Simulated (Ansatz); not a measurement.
Ansatz (a quantum-chemistry and plane-wave program) run on Sr2Mg (I4mm, 3 atoms in the cell): self-consistent single point.

Method: PBEsol, harder PAW files (source: ansatz) made with PBE (plane waves; Ansatz).

The change in words: lattice scaled by 0.98; basis.ecutwfc: 30.9 Ry → 45.6 Ry; hamiltonian.pseudopotentials: {kind: paw} (the program's default PAW files) → {kind: paw, source: ansatz}. Reference geometry:
```xyz
3
Lattice="-2.1288 2.1288 7.2837 2.1288 -2.1288 7.2837 2.1288 2.1288 -7.2837" Properties=species:S:1:pos:R:3 pbc="T T T"
Sr     0.0000     0.0000     5.2656
Sr     0.0000     0.0000     9.3519
Mg     0.0000     0.0000     0.0000
```

Reference input (self-consistent single point, DFT, PBEsol, plane waves, default PAW files made with PBE): basis.ecutwfc = 30.9 Ry; kpoints.mp_grid.grid = 7 7 7; hamiltonian.xc = pbesol; hamiltonian.pseudopotentials = {kind: paw} (the program's default PAW files); scf.occupations.method = gaussian; scf.occupations.width = 0.0073 Ry. This run's input differs from it in these lines:

Ansatz 0.2 input:
```diff
@@ -2,11 +2,11 @@
   lattice:
-    - [-2.12880100, 2.12880100, 7.28372700]
-    - [2.12880100, -2.12880100, 7.28372700]
-    - [2.12880100, 2.12880100, -7.28372700]
+    - [-2.08622500, 2.08622500, 7.13805200]
+    - [2.08622500, -2.08622500, 7.13805200]
+    - [2.08622500, 2.08622500, -7.13805200]
   atoms:
-    - { symbol: Sr, position_ang: [0.00000000, -0.00000000, 5.26558106] }
-    - { symbol: Sr, position_ang: [0.00000000, -0.00000000, 9.35186844] }
+    - { symbol: Sr, position_ang: [-0.00000000, 0.00000000, 5.16026910] }
+    - { symbol: Sr, position_ang: [0.00000000, -0.00000000, 9.16483048] }
     - { symbol: Mg, position_ang: [0.00000000, 0.00000000, 0.00000000] }
 basis:
-  ecutwfc: 30.9 Ry
+  ecutwfc: 45.6 Ry
 kpoints:
@@ -18,2 +18,3 @@
     kind: paw
+    source: ansatz
 scf:
```

Output, abridged:

```
SCF iter   1: F=—  HF=-8897.830567 eV  |F-HF|=—  |Δ(HF+E_count)|=         —  Δρ=1.38e-2  dr2=4.10e-1  ethr=3.10e-3  ⟨swp⟩=7.6  Hψ=4460  notcnv=0
all-band conjugate gradients solve this SCF's bands
preconditioner: auto → Kerker (q_TF=auto, 2.153 Å⁻¹)
SCF iter   2: F=—  HF=-8897.729295 eV  |F-HF|=—  |Δ(HF+E_count)|=   1.01e-1  Δρ=7.68e-3  dr2=1.64e-1  ethr=1.37e-3  ⟨swp⟩=2.2  Hψ=1194  notcnv=0
   [... lines left out ...]
SCF iter   5: F=—  HF=-8897.666761 eV  |F-HF|=—  |Δ(HF+E_count)|=   2.63e-4  Δρ=1.10e-4  dr2=2.59e-5  ethr=5.64e-6  ⟨swp⟩=1.8  Hψ=815  notcnv=0
SCF iter   6: F=—  HF=-8897.666881 eV  |F-HF|=—  |Δ(HF+E_count)|=   1.20e-4  Δρ=2.90e-5  dr2=2.06e-6  ethr=8.64e-8  ⟨swp⟩=2.6  Hψ=1312  notcnv=0
SCF iter   7: F=—  HF=-8897.666880 eV  |F-HF|=—  |Δ(HF+E_count)|=   9.06e-8  Δρ=8.68e-6  dr2=2.20e-7  ethr=6.85e-9  ⟨swp⟩=2.2  Hψ=996  notcnv=0
SCF iter   8: F=-8897.666880 eV  HF=-8897.666880 eV  |F-HF|=4.73e-10  |Δ(HF+E_count)|=   2.58e-8  Δρ=1.23e-6  dr2=3.04e-9  ethr=3.33e-10  ⟨swp⟩=7.6  Hψ=4161  notcnv=0
SCF 1 converged in 8 iterations: F = -8897.666880 eV  dr2 = 3.04e-9
Free energy (F): -8897.666880 eV
Internal energy: -8897.648134 eV  (E = F + TS)
E sigma→0 (E₀):  -8897.657507 eV
Entropy (-TS):   -0.018747 eV (-6.249 meV/atom)
Fermi energy:    5.394879 eV
--- Forces (eV/Å), atoms counted from 1 ---
  atom   1  Sr    -0.00000000     0.00000000    -0.14664655
  atom   2  Sr     0.00000000    -0.00000000     0.10588543
  atom   3  Mg    -0.00000000     0.00000000     0.04076104
--- Stress (GPa, compression-positive) ---
       -0.121160       0.000000      -0.000000
        0.000000      -0.121160       0.000000
       -0.000000       0.000000      -0.015080
  P = ⅓ Tr σ = -0.0858 GPa (-0.858 kbar)
  The stress holds the Pulay correction. Without it, at fixed plane waves, as pw.x and ABINIT print it: P = -0.0886 GPa
```

The run converged in 8 iterations. Against the reference run the pressure goes from -0.99 to -0.09 GPa and the largest force goes from 0.088 to 0.147 eV/Å.

The starting cell comes from a database of computed structures (which also holds hypothetical and non-ambient phases and stackings), without a prior relaxation at this level. Its lattice was rescaled by up to half a per cent. One atom was moved a little off its site on purpose. For this run, on top of that: lattice scaled by 0.98. Ansatz's pressure includes its estimate of the finite-basis (Pulay) stress.
